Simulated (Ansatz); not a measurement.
The starting structures come from a database of crystals and need not be the phases stable at ambient conditions.

Evanescent states of CsVN2 (Fd-3m, not sure to be the ambient phase, 8 atoms a cell, 18.2 Å³ an atom) along the normal of (001)

Calculation: r2SCAN (plane waves, PAW; Ansatz, a quantum-chemistry and plane-wave program).

No gap correction and no spin-orbit coupling; mid-gap values are interpolated between computed energies.

Energies count from the valence-band top; κ is the least over a 6×6 mesh across the current.

```tsv
E (eV)	κ (1/Å)	where
0.03	0.041	Γ
0.09	0.059	Γ
0.15	0.070	Γ
0.21	0.077	Γ
0.27	0.082	Γ
0.33	0.084	Γ
0.39	0.084	Γ
0.45	0.083	Γ
0.51	0.079	Γ
0.57	0.072	Γ
0.63	0.062	Γ
0.69	0.046	Γ
0.75	0.010	Γ
```

Problem. How thick must the barrier be to attenuate the transmission by 10^4 when the electrodes' Fermi level lies at 0.69 eV, and what attenuation does that film give at 0.03 eV?

Solution. d = 4 ln 10 / (2 × 0.046) = 100.1 Å. At 0.03 eV it gives 4 × 0.041/0.046 = 3.6 decades.
